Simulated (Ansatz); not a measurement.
**Several settings converged on NbH (I4mm, 2 atoms in the cell)**

```xyz
2
Lattice="-1.5989 1.5989 1.9744 1.5989 -1.5989 1.9744 1.5989 1.5989 -1.9744" Properties=species:S:1:pos:R:3 pbc="T T T"
Nb     0.0000     0.0000     0.0500
H      0.0000     0.0000     1.9744
```

Base method: PBEsol, default PAW files made with PBE (plane waves; Ansatz, a first-principles code).

Base settings: basis.ecutwfc = 30.9 Ry; kpoints.mp_grid.grid = 14 14 14; hamiltonian.xc = pbesol; hamiltonian.pseudopotentials = {kind: paw} (the program's default PAW files); scf.occupations.method = fermi_dirac; scf.occupations.width = 0.0073 Ry.

The count of work is k-points × plane waves × bands × iterations; it is no time. 

**The cutoff for other potential files**

Level: DFT, PBEsol, plane waves, harder PAW files (source: ansatz) made with PBE.

In this ladder: hamiltonian.pseudopotentials = {kind: paw, source: ansatz}.

The mesh stays at the base's, so the ladder's end is converged at best in this setting alone.

The first pressure column holds Ansatz's estimate of the finite-basis (Pulay) stress, which hides part of the cutoff error; the other is without it.

Only quantities that move along the ladder and can be compared are tabulated.

| basis.ecutwfc | free energy less the last step's (meV/atom) | pressure (GPa) | pressure without the Pulay estimate (GPa) | largest difference of a force vector from the last step's (eV/Å) | count of work / last |
|---|---|---|---|---|---|
| 26.5 Ry | 339.92 | -4.84 | -30.87 | 0.014 | 0.10 |
| 32.3 Ry | 65.15 | -4.63 | -11.35 | 0.003 | 0.14 |
| 41.2 Ry | 3.78 | -4.67 | -5.19 | 0.000 | 0.21 |
| 50 Ry | 0.49 | -4.68 | -4.72 | 0.000 | 0.28 |
| 58.8 Ry | 0.21 | -4.68 | -4.69 | 0.000 | 0.35 |
| 70.6 Ry | 0.13 | -4.68 | -4.68 | 0.000 | 0.45 |
| 88.2 Ry | 0.05 | -4.68 | -4.68 | 0.000 | 0.64 |
| 117.6 Ry | 0.00 | -4.68 | -4.68 | 0.000 | 1.0 |

Coarsest basis.ecutwfc that holds the free energy within 2 meV/atom of the last step, with all finer ones: 50 Ry, at 0.28 of the last step's count of work; the step before is off by 3.8 meV/atom.

Coarsest basis.ecutwfc that holds the pressure without the Pulay estimate within 0.2 GPa of the last step, with all finer ones: 50 Ry, at 0.28 of the last step's count of work; the step before is off by 0.50 GPa.

Coarsest basis.ecutwfc that holds the forces within 0.01 eV/Å of the last step, with all finer ones: 32.3 Ry, at 0.14 of the last step's count of work; the step before is off by 0.014 eV/Å.

At the lowest cutoff the pressure without the Pulay estimate lies 26.2 GPa under the last step's, the usual sign of Pulay stress in an incomplete plane-wave basis.

**The relaxed cell against the cutoff**

On NbH (I4/mmm, 2 atoms in the cell): atoms on their sites.

In this ladder: relax = cell and atoms.

The mesh stays at the base's, so the ladder's end is converged at best in this setting alone.

Only quantities that move along the ladder and can be compared are tabulated.

```tsv
basis.ecutwfc	relaxed volume (Å³/atom)	relaxation steps
15.4 Ry	9.894	41
18.4 Ry	9.814	15
21.7 Ry	9.852	10
26.1 Ry	9.838	8
30.9 Ry	9.837	6
37.1 Ry	9.836	6
46.3 Ry	9.836	6
61.7 Ry	9.836	6
```

Coarsest basis.ecutwfc that holds the relaxed volume within 0.049 Å³/atom of the last step, with all finer ones: 18.4 Ry; the step before is off by 0.059 Å³/atom.

At the lowest cutoff the cell relaxes to a volume 0.6 % larger than at the highest. Ansatz relaxes on a stress corrected for the finite basis.

On the base run: the starting cell comes from a database of computed structures (which also holds hypothetical and non-ambient phases and stackings), without a prior relaxation at this level. Its lattice was rescaled by up to half a per cent. One atom was moved a little off its site on purpose. Spin polarisation is off.

Keys are those of Ansatz 0.2.
